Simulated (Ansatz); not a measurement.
Ansatz (a program for electronic structure) is run on ZnWO4 (P2/c, 12 atoms in the cell), and the run fails. The aim is a self-consistent single point with DFT, PBEsol, plane waves, default PAW files made with PBE.

Cell that was meant: a = 4.6459 Å, b = 5.6662 Å, c = 4.8837 Å, α = 90.00°, β = 90.60°, γ = 90.00°.

Part of the input:

Ansatz 0.2 input:
```yaml
basis:
  ecutwfc: 420.0 eV
kpoints:
  kgrid: { grid: [4, 3, 4] }
hamiltonian:
  xc: pbesol
  pseudopotentials: { kind: paw }
```

The program printed (abridged):

```
Error: YAML parse error: error: line 23 column 3: unknown field `kgrid`, expected one of mp_grid, list, band_path, initial_grid, further_shifts
  --> <input>:23:3
   |
21 |   ecutwfc: 420.0 eV
22 | kpoints:
23 |   kgrid: { grid: [4, 3, 4] }
   |   ^ unknown field `kgrid`, expected one of mp_grid, list, band_path, initial_grid, further_shifts
24 | hamiltonian:
25 |   xc: pbesol
   |
```

Task: Read the log: what does the program object to, and what is the fix?

Result: The program does not know the word kgrid. To fix it, write mp_grid. The program stopped before any SCF iteration.

The sound input it was made from differs as follows (other fixes are possible):
```diff
-  kgrid: { grid: [4, 3, 4] }
+  mp_grid: { grid: [4, 3, 4] }
```

With that input, the run converged in 9 iterations: free energy E − TS (on the zero of these files) -31565.0141 eV; top of the valence band (on the code's own zero) 9.00 eV; gap on the k-point mesh 3.17 eV; pressure 5.93 GPa; largest force (vector length) 0.941 eV/Å (DFT, PBEsol, plane waves, default PAW files made with PBE).

On the sound input: the starting cell was generated: these elements placed on a structure prototype, without a prior relaxation; it need not be a known phase or ordering of this composition. Its lattice was rescaled by a random factor within 2.5 % of one. Spin-orbit coupling is off. With a pressure of about 6 GPa the cell is away from its equilibrium volume at this level. Ansatz's pressure includes its estimate of the finite-basis (Pulay) stress. Without the estimate this run gives 5.06 GPa.
